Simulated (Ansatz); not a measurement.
Band structure of CrN (P2_13, 8 atoms in the cell).

```xyz
8
Lattice="4.0711 0.0000 0.0000 0.0000 4.0711 0.0000 0.0000 0.0000 4.0711" Properties=species:S:1:pos:R:3 pbc="T T T"
Cr     0.5558     0.5558     0.5558
Cr     2.5914     1.4798     3.5154
Cr     3.5154     2.5914     1.4798
Cr     1.4798     3.5154     2.5914
N      3.4295     3.4295     3.4295
N      1.3940     2.6772     0.6416
N      0.6416     1.3940     2.6772
N      2.6772     0.6416     1.3940
```
Moments meant for the start (each program seeds them in its own way; μB, in the order of the atoms Cr Cr Cr Cr N N N N): 3.0 3.0 3.0 3.0 0.0 0.0 0.0 0.0.

Method: PBE (plane waves, PAW; Ansatz, a quantum-chemistry and plane-wave program).

Settings: basis.ecutwfc = 420 eV; kpoints.mp_grid.grid = 4 4 4; hamiltonian.xc = pbe; hamiltonian.pseudopotentials = {kind: paw} (the program's default PAW files); magnetization.spin_polarized = true; scf.occupations.method = gaussian; scf.occupations.width = 0.1 eV; kpoints.band_path.npoints = 6.

The starting cell was generated: these elements placed on a structure prototype, without a prior relaxation; it need not be a known phase or ordering of this composition. The starting moments vanished: the run ended non-magnetic, which need not be the lowest state. The program warned that a starting moment was not kept.

Levels in eV from the Fermi level, bands 35 to 42 of the first spin channel:
```tsv
point	35	36	37	38	39	40	41	42
Γ	-1.93	0.01	0.01	0.01	0.91	0.91	1.16	1.16
X	-1.07	-1.07	-0.02	-0.02	0.29	0.29	0.89	0.89
M	-0.93	-0.93	-0.74	-0.74	-0.07	-0.07	0.78	0.78
R	-0.61	-0.61	0.03	0.03	0.03	0.03	0.57	0.57
```

Bands cross the Fermi level along this path, so the cell is metallic at this level.

The net moment of the cell came out as 0.00 μB.

Keys are those of Ansatz 0.2.
